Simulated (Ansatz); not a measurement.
# Ansatz run on LuBi (I4mm, 2 atoms in the cell): self-consistent single point

Method of the run: LDA (PW92), default PAW files made with PBE (plane waves; Ansatz, an electronic-structure program).

The input file:

Ansatz 0.2 input:
```yaml
crystal:
  lattice:
    - [0.00000000, 3.11747500, 3.11747500]
    - [3.11747500, 0.00000000, 3.11747500]
    - [3.11747500, 3.11747500, 0.00000000]
  atoms:
    - { symbol: Lu, position_ang: [3.11747500, 3.11747500, 3.16747306] }
    - { symbol: Bi, position_ang: [0.00000000, 0.00000000, 0.00000000] }
basis:
  ecutwfc: 420.0
kpoints:
  mp_grid: { grid: [9, 9, 9] }
hamiltonian:
  xc: lda
  pseudopotentials: { kind: paw }
scf:
  occupations: { method: fermi_dirac, width: 0.1 }
output:
  forces: true
  eigenvalues: true
  stress: true
```

Output, abridged:

```
WARN ansatz: RAYON_NUM_THREADS=1 ignored (pool sized by the plan → 1); use --threads N
Pseudopotentials: kind: paw
Pseudopotential: Lu, paw, valence charge 25
Pseudopotential: Bi, paw, valence charge 15
Crystal: 2 atoms, lattice volume = 60.595 Å³
Basis set: ecut = 420 eV, 1243 PW (Γ)
Bands: 24, of which v1, the nominal top of the filled ones, is band 20 counted from 1 (19 counted from 0)
Symmetry: 8 space group operations
Space group: I4mm (ITA 107), of the structure as read, at distance tolerance 3.9e-5 Å
k-points: 75 of 729 (time reversal used)
PAW frozen core: Lu, regenerated for the run's functional, and the local potential with it
PAW frozen core: Bi, regenerated for the run's functional, and the local potential with it
Initial density: superposition of atomic densities (neutral atoms: chi_scale 0, normalization atom), corrected by the library's trained network
Initial wavefunctions: pseudopotential atomic-orbital guess
Eigensolver: davidson
Functional: x = slater, c = lda
SCF iter   1: F=—  HF=-26580.358729 eV  |F-HF|=—  |Δ(HF+E_count)|=         —  Δρ=3.44e-3  dr2=4.70e-3  ethr=1.77e-3  ⟨swp⟩=5.3  Hψ=8560  notcnv=0
all-band conjugate gradients solve this SCF's bands
preconditioner: auto → Kerker (q_TF=auto, 2.546 Å⁻¹)
SCF iter   2: F=—  HF=-26580.355628 eV  |F-HF|=—  |Δ(HF+E_count)|=   3.10e-3  Δρ=2.14e-3  dr2=2.00e-3  ethr=1.17e-5  ⟨swp⟩=3.1  Hψ=4362  notcnv=0
SCF iter   3: F=—  HF=-26580.355259 eV  |F-HF|=—  |Δ(HF+E_count)|=   3.69e-4  Δρ=1.22e-3  dr2=8.41e-4  ethr=5.00e-6  ⟨swp⟩=2.9  Hψ=3685  notcnv=0
SCF iter   4: F=—  HF=-26580.355031 eV  |F-HF|=—  |Δ(HF+E_count)|=   2.28e-4  Δρ=3.24e-4  dr2=1.06e-4  ethr=2.10e-6  ⟨swp⟩=2.0  Hψ=2655  notcnv=0
SCF iter   5: F=—  HF=-26580.355013 eV  |F-HF|=—  |Δ(HF+E_count)|=   1.78e-5  Δρ=1.34e-4  dr2=6.29e-6  ethr=2.66e-7  ⟨swp⟩=2.1  Hψ=3247  notcnv=0
SCF iter   6: F=—  HF=-26580.355012 eV  |F-HF|=—  |Δ(HF+E_count)|=   1.10e-6  Δρ=3.53e-5  dr2=5.97e-7  ethr=1.57e-8  ⟨swp⟩=2.9  Hψ=3753  notcnv=0
SCF iter   7: F=—  HF=-26580.355012 eV  |F-HF|=—  |Δ(HF+E_count)|=   3.19e-7  Δρ=1.30e-5  dr2=1.11e-7  ethr=2.50e-10  ⟨swp⟩=9.6  Hψ=12454  notcnv=0
SCF iter   8: F=-26580.355012 eV  HF=-26580.355012 eV  |F-HF|=2.43e-8  |Δ(HF+E_count)|=   7.19e-8  Δρ=4.16e-6  dr2=1.10e-8  ethr=2.50e-10  ⟨swp⟩=6.4  Hψ=9219  notcnv=0
SCF 1 converged in 8 iterations: F = -26580.355012 eV  dr2 = 1.10e-8
SCF converged after 8 iterations
Free energy (F): -26580.355012 eV
Harris-Foulkes:  -26580.355012 eV  (|F-HF|=2.43e-8)
Internal energy: -26580.342968 eV  (E = F + TS)
E sigma→0 (E₀):  -26580.348990 eV
Entropy (-TS):   -0.012044 eV (-6.022 meV/atom)
Fermi energy:    12.215821 eV
--- Per-component energies (eV) ---
  E_band       = -127.277753
  E_kinetic    = 722.724817
  E_local      = -8656.965619  (includes V_loc(G=0)·N_el)
  E_nonlocal   = 1149.213353
  E_hartree    = 3501.569717
  E_xc         = -365.964271
  E_vxc        = -401.560457  (∫ρ·V_xc dr)
  E_paw        = -17489.699558  (= ΣΔE_a)
  E_vpaw       = 56.175919  (= ΣTr[D̂ρ^β])
  E_aug_tail   = -0.000499  (compensation charges beyond the density's cutoff)
  E_ewald      = -5443.534657
  E_core_change = 2.313750  (= ΣΔE_core)
  E_smearing   = -0.012044  (= −TS)
  E_closure    = -0.000000  (closes the sum)
  Σ components = -26580.355012   (vs F -26580.355012, Δ=0.00e0)
--- Forces (eV/Å), atoms counted from 1 ---
  atom   1  Lu     0.00000000     0.00000000    -0.19242855
  atom   2  Bi     0.00000000     0.00000000     0.19243371
  max |Σ_I F_I| component: 5.16e-6 eV/Å
--- Stress (GPa, compression-positive) ---
       -4.716190       0.000000       0.000000
        0.000000      -4.716190      -0.000000
        0.000000      -0.000000      -4.550306
  P = ⅓ Tr σ = -4.6609 GPa (-46.609 kbar)
  The stress holds the Pulay correction. Without it, at fixed plane waves, as pw.x and ABINIT print it: P = -4.6915 GPa
--- Band table (eV; the first three rows and the last of 75) ---
  k-point 0: bands = ["-44.7492", "-15.3986", "-15.3979", "-15.3979", "-9.8597", "-9.8594", "-9.8016", "-9.8016", "-9.8014", "0.5498", "6.4399", "6.4399", "6.4399", "6.4427", "6.4682", "6.4682", "6.4682", "12.9681", "12.9681", "12.9987", "13.2966", [...]
  k-point 1: bands = ["-44.7492", "-15.4037", "-15.4003", "-15.3998", "-9.8559", "-9.8555", "-9.8006", "-9.8002", "-9.8000", "0.6622", "6.4395", "6.4429", "6.4429", "6.4439", "6.4667", "6.4667", "6.4683", "11.3794", "12.2208", "12.2293", "13.4425", [...]
  k-point 2: bands = ["-44.7489", "-15.4176", "-15.4054", "-15.4049", "-9.8462", "-9.8459", "-9.7983", "-9.7966", "-9.7965", "0.9725", "6.4401", "6.4470", "6.4508", "6.4508", "6.4632", "6.4632", "6.4685", "9.6656", "11.3582", "11.3614", "13.5342", [...]
  k-point 74: bands = ["-44.7483", "-15.4337", "-15.4159", "-15.4136", "-9.8602", "-9.8472", "-9.8069", "-9.7816", "-9.7813", "1.6572", "6.4463", "6.4482", "6.4542", "6.4566", "6.4623", "6.4626", "6.4634", "8.9432", "10.3549", "11.1142", "12.2542", [...]
```

The run converged in 8 iterations.

The starting cell comes from a database of computed structures (which also holds hypothetical and non-ambient phases and stackings), without a prior relaxation at this level. Its lattice was rescaled by up to half a per cent. One atom was moved a little off its site on purpose. Spin-orbit coupling is off. With a pressure of about -5 GPa the cell is away from its equilibrium volume at this level. Ansatz's pressure includes its estimate of the finite-basis (Pulay) stress.
